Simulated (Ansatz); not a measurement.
**Fermi-surface data of AuAl (Pm-3m)**

Here is the system:

```xyz
2
Lattice="3.1758 0.0000 0.0000 0.0000 3.1758 0.0000 0.0000 0.0000 3.1758" Properties=species:S:1:pos:R:3 pbc="T T T"
Al     0.0000     0.0000     0.0000
Au     1.5879     1.5879     1.5879
```

Method: r2SCAN, rigid bands (plane waves, PAW, scalar-relativistic; Ansatz, a quantum-chemistry and plane-wave program). Condition of this run: functional r2SCAN on the same cell. Geometry: cell and atoms relaxed with PBEsol.

| Item | Value |
|---|---|
| density of states at the Fermi level | 0.632 states/(eV·cell), both spins |
| bare Sommerfeld coefficient | 0.74 mJ/(mol of atoms·K²) |
| Drude plasma energy | 8.8 eV |
| root-mean-square Fermi velocity | 1.2e6 m/s |
| resistivity times τ | 6.3 ×10⁻²² Ω·m·s |

A metal at this level (no band gap); rigid bands, thermally averaged at 300 K, both spins. Spin-orbit coupling is left out, which matters with elements this heavy. τ is one relaxation time for all states.

Computed structure with no diffraction record at hand here (it may be known, metastable or hypothetical): AuAl (Pm-3m).
